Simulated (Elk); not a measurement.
Input and output of a self-consistent single point for AgAu (R-3m, 2 atoms in the cell) (Elk).

Level of theory: LDA (PW92), all-electron FP-LAPW, Elk's shipped species files, APW+lo basis with extra local orbitals in Elk.

```
CELL_PARAMETERS angstrom
      1.42756     0.82420     4.63319
     -1.42756     0.82420     4.63319
      0.00000    -1.64841     4.63319
ATOMIC_POSITIONS crystal
  Ag 0.00000 0.00000 0.00000
  Au 0.50000 0.50000 0.50000
```

Reference input (self-consistent single point, DFT, PBEsol, all-electron FP-LAPW, Elk's shipped species files, APW+lo basis with extra local orbitals): xctype = 22; rgkmax = 8; stype = 3; swidth = 0.00367493 Ha; ngridk = 9 9 9; gmaxvr = 16 1/bohr; nxlo = 2; lorbcnd = true; rmtscf = 0.91; lmaxi = 2. This run's input differs from it in these lines:

```diff
@@ -4,3 +4,3 @@
 xctype
-  22
+  3
```

The program printed (abridged):

```
│ Self-consistent loop started │
│ Loop number : 1 │
 total energy                :     -24344.2747445
│ Loop number : 2 │
 total energy                :     -24344.8596384
RMS change in Kohn-Sham potential (target) :   0.1198850287     (  0.1000000000E-05)
Absolute change in total energy (target)   :   0.5848939572     (  0.1000000000E-03)
│ Loop number : 3 │
 total energy                :     -24346.3466191
RMS change in Kohn-Sham potential (target) :   0.1065996268     (  0.1000000000E-05)
Absolute change in total energy (target)   :    1.633204109     (  0.1000000000E-03)
│ Loop number : 4 │
   [... lines left out ...]
Absolute change in total energy (target)   :   0.2012618461E-03 (  0.1000000000E-03)
│ Loop number : 15 │
 total energy                :     -24349.8457743
RMS change in Kohn-Sham potential (target) :   0.6564715067E-06 (  0.1000000000E-05)
Absolute change in total energy (target)   :   0.1454304947E-03 (  0.1000000000E-03)
│ Loop number : 16 │
 total energy                :     -24349.8457671
RMS change in Kohn-Sham potential (target) :   0.1010004878E-06 (  0.1000000000E-05)
Absolute change in total energy (target)   :   0.4354445264E-04 (  0.1000000000E-03)
Convergence targets achieved

│ Loop number : 17 │

Energies :
 Fermi                       :     0.343659643551
 total energy                :     -24349.8457494

Density of states at Fermi energy :    8.572230347
 (states/Hartree/unit cell)

Estimated indirect band gap :   0.8746484210E-02
 from k-point     35 to k-point     74
Estimated direct band gap   :   0.1972323756E-01
 at k-point     74

Charges :
 core                        :    76.00000000
 valence                     :    50.00000000
 interstitial                :    2.914296389
 muffin-tins (core leakage)
  species :    1 (Ag)
   atom    1                 :    45.45125635     (  0.1407635608E-07)
  species :    2 (Au)
   atom    1                 :    77.63444726     (  0.3821047848E-03)
 total in muffin-tins        :    123.0857036
 total calculated charge     :    125.9965131
 total charge                :    126.0000000
 error                       :   0.3486922993E-02

│ Self-consistent loop stopped │
```

The run converged in 17 iterations. The count includes the last loop, which Elk runs after its targets are met. 

The starting cell comes from a database of computed structures (which also holds hypothetical and non-ambient phases and stackings), without a prior relaxation at this level. Its lattice was rescaled by a random factor within 2.5 % of one. Spin-orbit coupling is off. Values depend on the basis (sphere radii, cutoffs, local orbitals), which need not be converged. The log's line on a gap gives a spacing of levels on this mesh, which the program prints for metals too.
